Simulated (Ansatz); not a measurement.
Base system: LiF in the rock salt structure (space group Fm-3m, No. 225; a = 3.990 Å).

Level of theory: r2SCAN (Ansatz, a quantum-chemistry and plane-wave program), no SOC.

Base values:

| Quantity | Value |
|---|---|
| Electron mass | 0.88 mₑ (at Γ) |

Perturbation: the cell is scaled by 1.0134 in all directions; the atoms relax in the strained cell.

Task: What does the calculation give for the mean gap deformation potential ΔEg/Δln V after the change?

Result: The mean gap deformation potential ΔEg/Δln V amounts to -9.4 eV.

Task: Predict the new electron mass.

Result: The electron mass changes from 0.88 mₑ (at Γ) to 0.86 mₑ (at Γ).

Masses are band curvatures over ±0.01 Å⁻¹ around the edge. No phonon test of stability was made.
